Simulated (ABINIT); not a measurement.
Worked example: self-consistent single point of Mg6SiB (Amm2, 8 atoms in the cell) in ABINIT.

Method: LDA (PW92), norm-conserving pseudopotentials (PseudoDojo nc-sr-04 LDA standard) (plane waves; ABINIT).

The change in words: lattice scaled by 0.98. Reference geometry:
```yaml
crystal:
  lattice:
    - [3.98486, 0.00000, 0.00000]
    - [0.00000, 4.08367, 4.34798]
    - [0.00000, -4.08367, 4.34798]
  atoms:
    - { symbol: Mg, position: [0.00000, 0.61016, 0.11372] }
    - { symbol: Mg, position: [0.00000, 0.11372, 0.61016] }
    - { symbol: Mg, position: [0.50000, 0.94244, 0.29288] }
    - { symbol: Mg, position: [0.50000, 0.29288, 0.94244] }
    - { symbol: Mg, position: [0.50000, 0.80677, 0.80677] }
    - { symbol: Mg, position: [0.50000, 0.40648, 0.40648] }
    - { symbol: Si, position: [0.00000, 0.61273, 0.61273] }
    - { symbol: B, position: [0.00000, 0.21484, 0.21484] }
```

Reference input (self-consistent single point, DFT, LDA (PW92), plane waves, norm-conserving pseudopotentials (PseudoDojo nc-sr-04 LDA standard)): pseudos = [Mg.upf, Si.upf, B.upf]; ecut = 42 Ha; occopt = 3; tsmear = 0.00499791 Ha; ngkpt = 5 4 4; nshiftk = 1; shiftk = 0 0 0; potentials = PseudoDojo nc-sr-04 LDA standard; nband = 43; kptopt = 1; nstep = 60; tolvrs = 1e-12. This run's input differs from it in these lines:

```diff
@@ -5,5 +5,5 @@
 rprim
-         7.5302902655    0.0000000000    0.0000000000
-         0.0000000000    7.7170103244    8.2164913954
-         0.0000000000   -7.7170103244    8.2164913954
+         7.3796847626    0.0000000000    0.0000000000
+         0.0000000000    7.5626707227    8.0521608116
+         0.0000000000   -7.5626707227    8.0521608116
 natom 8
```

Output, abridged:

```
--- !BeginCycle
solver: {iscf: 7, nstep: 60, nline: 4, wfoptalg: 0, }
tolerances: {tolvrs: 1.00E-12, }
...

     iter   Etot(hartree)      deltaE(h)  residm     vres2
 ETOT  1  -362.34427679450    -3.623E+02 2.610E-01 3.024E+03
 ETOT  2  -362.67730554864    -3.330E-01 1.301E-02 2.047E+03
 ETOT  3  -362.82167509942    -1.444E-01 2.454E-03 7.332E+01
 ETOT  4  -362.82546520452    -3.790E-03 1.909E-03 1.538E+00
 ETOT  5  -362.82551640639    -5.120E-05 8.170E-04 3.050E-01
   [... 3 lines left out ...]
 ETOT  9  -362.82554448213    -4.047E-11 1.081E-04 3.365E-08
 ETOT 10  -362.82554448216    -2.922E-11 7.005E-05 1.652E-09
 ETOT 11  -362.82554448214     2.046E-11 4.077E-05 1.970E-11
 ETOT 12  -362.82554448214    -1.251E-12 3.328E-05 6.053E-13
 At SCF step   12       vres2   =  6.05E-13 < tolvrs=  1.00E-12 =>converged.

 Cartesian components of stress tensor (hartree/bohr^3)
  sigma(1 1)= -1.97949227E-04  sigma(3 2)=  0.00000000E+00
  sigma(2 2)= -1.57287046E-04  sigma(3 1)=  0.00000000E+00
  sigma(3 3)= -1.47320964E-04  sigma(2 1)=  0.00000000E+00

 ----iterations are completed or convergence reached----

 reduced coordinates (array xred) for    8 atoms
       0.000000000000      0.610160000000      0.113720000000
       0.000000000000      0.113720000000      0.610160000000
       0.500000000000      0.942440000000      0.292880000000
       0.500000000000      0.292880000000      0.942440000000
       0.500000000000      0.806770000000      0.806770000000
       0.500000000000      0.406480000000      0.406480000000
   [... lines left out ...]
 Fermi (or HOMO) energy (hartree) =   0.20380   Average Vxc (hartree)=  -0.36735
 Fermi (or HOMO) energy (eV) =   5.54555   Average Vxc (eV)=  -9.99611
   [... lines left out ...]
total_energy        : -3.62825544482140E+02
total_energy_eV     : -9.87298516511701E+03
band_energy         : -7.83074466444878E+01
...

-Cartesian components of stress tensor (GPa)         [Pressure=  4.9286E+00 GPa]
- sigma(1 1)= -5.82386633E+00  sigma(3 2)=  0.00000000E+00
- sigma(2 2)= -4.62754388E+00  sigma(3 1)=  0.00000000E+00
- sigma(3 3)= -4.33433167E+00  sigma(2 1)=  0.00000000E+00

 Calculation completed.
```

The run converged in 12 iterations. Against the reference run the free energy rises by 18.3 meV/atom, the pressure goes from 0.84 to 4.93 GPa and the largest force goes from 0.096 to 0.273 eV/Å.

The starting cell comes from a database of computed structures (which also holds hypothetical and non-ambient phases and stackings), without a prior relaxation at this level. Its lattice was rescaled by a random factor within 2.5 % of one. For this run, on top of that: lattice scaled by 0.98. With a pressure of about 5 GPa the cell is away from its equilibrium volume at this level.

Cost on one core of a shared machine: roughly 8 min.
